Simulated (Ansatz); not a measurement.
Migration of C vacancy in 3C silicon carbide in several charge states. These are PBE, PAW (plane waves to 420 eV; Ansatz, a program for electronic structure) values and carry that method's errors.

Barriers are those of the lowest checked hop between equivalent sites, from the lowest site run (climbing-image NEB, static, fixed cells, no finite-size terms; on the finer meshes named, energies are single points at the band's geometries). One hop need not carry long-range diffusion, and untried routes could be lower. Saddle orders were checked for a part of the study's bands only and are not shown. Vacancies start on their lattice site; split forms were not set up. Charge states are imposed.

| State | Route | Hop (Å) | Cell |
|---|---|---|---|
| charge 0 | a nearby C jumps into the vacancy | 3.18 | 64 sites, 3×3×3 shifted |
| charge +2 | a nearby C jumps into the vacancy | 3.08 | 64 sites, 3×3×3 shifted |

Question: How does the barrier change with the charge state?

Answer: charge 0: 3.70 eV; charge +2: 5.22 eV. At the saddle the moving atom has neighbours (0) Si at 1.81, 2 Si at 2.11, 2 Si at 2.23 Å; (+2) Si at 1.80, 2 Si at 2.20, 2 Si at 2.24 Å.
